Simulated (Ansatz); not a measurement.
Several settings converged on NbFeF6 (R3, 8 atoms in the cell)

```
NbFeF6
1.0
    2.74162     1.58288     4.76701
   -2.74162     1.58288     4.76701
    0.00000    -3.16576     4.76701
Nb Fe F
1 1 6
Direct
  0.50350   0.50350   0.50350
  0.00000   0.00000   0.00000
  0.16740   0.34185   0.74395
  0.83260   0.65815   0.25605
  0.74395   0.16740   0.34185
  0.25605   0.83260   0.65815
  0.34185   0.74395   0.16740
  0.65815   0.25605   0.83260
```
Moments meant for the start (each program seeds them in its own way; μB, in the order of the atoms Nb Fe F F F F F F): 1.0 4.0 0.0 0.0 0.0 0.0 0.0 0.0.

Base method: PBEsol, default PAW files made with PBE (plane waves; Ansatz, an electronic-structure program).

Base settings: basis.ecutwfc = 420 eV; kpoints.mp_grid.grid = 3 3 3; hamiltonian.xc = pbesol; hamiltonian.pseudopotentials = {kind: paw} (the program's default PAW files); magnetization.spin_polarized = true; scf.occupations.method = gaussian; scf.occupations.width = 0.1 eV.

The count of work is k-points × plane waves × bands × iterations; it is no time. Core times come from one kind of shared machine, to one figure; runs under 30 s give none.

**The cutoff for other potential files**

Level: DFT, PBEsol, plane waves, harder PAW files (source: ansatz) made with PBE.

In this ladder: hamiltonian.pseudopotentials = {kind: paw, source: ansatz}.

The second cell is the first with its lattice scaled by 0.98.

The mesh stays at the base's, so the ladder's end is converged at best in this setting alone.

The first pressure column holds Ansatz's estimate of the finite-basis (Pulay) stress, which hides part of the cutoff error; the other is without it.

Only quantities that move along the ladder and can be compared are tabulated.

| basis.ecutwfc | free energy less the last step's (meV/atom) | energy of the compressed cell less the first (meV/atom) | pressure (GPa) | pressure without the Pulay estimate (GPa) | largest difference of a force vector from the last step's (eV/Å) | count of work / last | core time / last (rough) |
|---|---|---|---|---|---|---|---|
| 470 eV | 2625.61 | -23.11 | -4.90 | -110.89 | 0.099 | 0.12 | – |
| 580 eV | 632.20 | -13.86 | -5.61 | -39.14 | 0.015 | 0.14 | – |
| 735 eV | 68.70 | -13.78 | -5.25 | -10.67 | 0.002 | 0.19 | 0.2 |
| 890 eV | 4.63 | -13.15 | -5.26 | -5.81 | 0.001 | 0.28 | 0.3 |
| 1050 eV | 0.30 | -13.16 | -5.26 | -5.27 | 0.000 | 0.33 | 0.4 |
| 1260 eV | 0.18 | -13.17 | -5.26 | -5.26 | 0.000 | 0.46 | 0.5 |
| 1575 eV | 0.09 | -13.17 | -5.26 | -5.26 | 0.000 | 0.65 | 0.7 |
| 2100 eV | 0.00 | -13.17 | -5.26 | -5.26 | 0.000 | 1.0 | 1 |

Coarsest basis.ecutwfc that holds the pressure without the Pulay estimate within 1 GPa of the last step, with all finer ones: 890 eV, at 0.28 of the last step's count of work and about 0.3 of the last step's time; the step before is off by 5.4 GPa.

Coarsest basis.ecutwfc that holds the forces within 0.005 eV/Å of the last step, with all finer ones: 735 eV, at 0.19 of the last step's count of work and about 0.2 of the last step's time; the step before is off by 0.015 eV/Å.

Coarsest basis.ecutwfc that holds the energy of the compressed cell less the first within 2 meV/atom of the last step, with all finer ones: 580 eV, at 0.14 of the last step's count of work; the step before is off by 9.9 meV/atom.

The energy difference between the two cells stays within 1 meV/atom of the last step's from 580 eV on, the total only from 1050 eV on: much of the error is common to both cells and cancels.

At the lowest cutoff the pressure without the Pulay estimate lies 106 GPa under the last step's, the usual sign of Pulay stress in an incomplete plane-wave basis.

**The density cutoff**

The second cell is the first with its lattice scaled by 0.98.

The mesh stays at the base's, so the ladder's end is converged at best in this setting alone.

Only quantities that move along the ladder and can be compared are tabulated.

```csv
basis.ecutrho_ratio,free energy less the last step's (meV/atom),energy of the compressed cell less the first (meV/atom),pressure (GPa)
2,-6.11,-12.04,-4.48
3,0.13,-13.14,-5.28
4,0.00,-13.15,-5.27
5,0.00,-13.15,-5.27
6,0.00,-13.15,-5.27
8,0.00,-13.15,-5.27
10,0.00,-13.15,-5.27
12,0.00,-13.15,-5.27
16,0.00,-13.15,-5.27
```

Coarsest basis.ecutrho_ratio that holds the free energy within 0.5 meV/atom of the last step, with all finer ones: 3; the step before is off by 6.1 meV/atom.

Coarsest basis.ecutrho_ratio that holds the pressure within 0.1 GPa of the last step, with all finer ones: 3; the step before is off by 0.79 GPa.

Coarsest basis.ecutrho_ratio that holds the energy of the compressed cell less the first within 0.5 meV/atom of the last step, with all finer ones: 3; the step before is off by 1.1 meV/atom.

On the base run: the starting cell comes from a database of computed structures (which also holds hypothetical and non-ambient phases and stackings), without a prior relaxation at this level. Its lattice was rescaled by up to half a per cent. One atom was moved a little off its site on purpose. The magnetic order is the one reached from the typed start; others were not searched systematically. The program warned that a starting moment was not kept. In the base run, with a pressure of about -5 GPa the cell is away from its equilibrium volume at this level. In the base run, forces exceed 1 eV/Å. Without a gap this mesh is coarse (it stands for a supercell whose shortest vector is 16 Å).

Keys are those of Ansatz 0.2.
